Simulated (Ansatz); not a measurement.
Consider Rh in the fcc (Cu type) structure (space group Fm-3m, No. 225; a = 3.802 Å; relaxed with 0.1 eV smearing).

Method: Ansatz (a quantum-chemistry and plane-wave program) r2SCAN, no spin-orbit coupling.

Before the change:

```
Property    Value
--------  -------
Pressure  0.0 GPa
```

One thing is altered: the cell is scaled by 0.9900 in all directions, atoms relaxed at fixed cell.

Problem. What happens to the energy relative to the base?

Solution. The energy rises by 11 meV/atom.

Problem. How does this affect the pressure?

Solution. The pressure goes from zero to 9.1 GPa.

The cells carry an imposed strain or load. No phonon test of stability was made. The final runs are not spin-polarised.
